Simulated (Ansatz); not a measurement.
The reference is BAs in the zinc blende structure (space group F-43m, No. 216; a = 4.809 Å).

Level of theory: PBE (Ansatz, a quantum-chemistry and plane-wave program, PAW, no spin-orbit coupling), earlier PAW set.

One change was made to it. Results:

| quantity | base | after |
|---|---|---|
| band gap | 1.21 eV | 1.22 eV |
| smallest direct gap | 3.25 eV | 3.24 eV |
| lattice parameter a | 4.809 Å | 4.834 Å |

### Question
Which of these changes matches the shifts?
A) pressure 3 GPa
B) pressure −1 GPa
C) pressure 100 GPa
D) pressure 7 GPa
E) pressure −2 GPa

### Answer
E, pressure −2 GPa. For comparison, the lattice parameter a in the other runs: pressure 3 GPa gives 4.775 Å; pressure −1 GPa gives 4.822 Å; pressure 100 GPa gives 4.256 Å; pressure 7 GPa gives 4.733 Å.

Load acts through the strain it causes; cell and atoms are relaxed under it. Whether these cells are dynamically stable was not tested. Competing high-pressure phases were not computed.
